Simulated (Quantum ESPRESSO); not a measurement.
A series of runs on Mg2Au (Pnma, 12 atoms in the cell)

```cif
data_Au4Mg8
_chemical_formula_sum 'Mg8 Au4'
_space_group_name_H-M_alt 'Pnma'
_space_group_IT_number 62
_space_group_name_Hall '-P 2ac 2n'
_cell_length_a 6.19823
_cell_length_b 4.33762
_cell_length_c 8.49967
_cell_angle_alpha 90.000
_cell_angle_beta 90.000
_cell_angle_gamma 90.000
loop_
_space_group_symop_operation_xyz
  'x, y, z'
  '-x, -y, -z'
  '-x+1/2, -y, z+1/2'
  'x+1/2, y, -z+1/2'
  'x+1/2, -y+1/2, -z+1/2'
  '-x+1/2, y+1/2, z+1/2'
  '-x, y+1/2, -z'
  'x, -y+1/2, z'
loop_
_atom_site_label
_atom_site_type_symbol
_atom_site_symmetry_multiplicity
_atom_site_Wyckoff_symbol
_atom_site_fract_x
_atom_site_fract_y
_atom_site_fract_z
_atom_site_occupancy
Mg1 Mg 4 c 0.45884 0.25000 0.19442 1
Mg2 Mg 4 c 0.16563 0.75000 0.06002 1
Au1 Au 4 c 0.23158 0.75000 0.37785 1
```

Base run A: PBEsol, GBRV 1.5 ultrasoft (PBESOL) pseudopotentials in Quantum ESPRESSO, self-consistent single point.

Its settings: ecutwfc = 40 Ry; ecutrho = 320 Ry; occupations = smearing; smearing = cold; degauss = 0.0073499 Ry; potentials = {Mg: mg_pbesol_v1.4.uspp.F.UPF, Au: au_pbesol_v1.uspp.F.UPF}; K_POINTS = automatic 5 6 3 1 1 1; conv_thr = 1e-10 Ry.

The starting cell comes from a database of computed structures (which also holds hypothetical and non-ambient phases and stackings), without a prior relaxation at this level.

ΔF is the free energy per atom less that of run A. 

```csv
run,"degauss, K_POINTS",ΔF (meV/atom),pressure (GPa),largest force (eV/Å),TS (meV/atom),k-points
A,"0.0073499 Ry, automatic 5 6 3 1 1 1",0.00,-0.30,0.037,-0.1,18
B,"0.002205 Ry, automatic 3 4 2 1 1 1",27.7,-0.27,0.048,0.2,4
C,"0.0073499 Ry, automatic 3 4 2 1 1 1",27.1,-0.25,0.051,0.5,4
D,"0.02205 Ry, automatic 3 4 2 1 1 1",25.0,-0.27,0.042,6.3,4
E,"0.002205 Ry, automatic 4 5 3 1 1 1",0.53,-0.30,0.049,0.1,12
F,"0.0073499 Ry, automatic 4 5 3 1 1 1",0.12,-0.31,0.041,0.7,12
G,"0.02205 Ry, automatic 4 5 3 1 1 1",-0.47,-0.33,0.042,0.7,12
H,"0.002205 Ry, automatic 5 6 3 1 1 1",0.02,-0.33,0.043,-0.1,18
I,"0.02205 Ry, automatic 5 6 3 1 1 1",-0.35,-0.31,0.035,0.9,18
J,"0.002205 Ry, automatic 5 7 4 1 1 1",-1.76,-0.30,0.040,0.0,24
K,"0.0073499 Ry, automatic 5 7 4 1 1 1",-1.72,-0.30,0.033,0.1,24
L,"0.02205 Ry, automatic 5 7 4 1 1 1",-2.5,-0.31,0.025,2.3,24
```

Run B against A: The free energy goes up by 27.7 meV/atom, the pressure stays near -0.27 GPa while the yy stress (positive for compression) goes from 1.52 to -2.44 GPa and the largest force goes from 0.037 to 0.048 eV/Å.

Run L against A: The free energy drops by 2.5 meV/atom, the pressure stays near -0.31 GPa while the yy stress (positive for compression) goes from 1.52 to 0.48 GPa and the largest force goes from 0.037 to 0.025 eV/Å.

Run C against A: The free energy rises by 27.1 meV/atom, the pressure stays near -0.25 GPa while the yy stress (positive for compression) goes from 1.52 to -2.37 GPa and the largest force goes from 0.037 to 0.051 eV/Å.
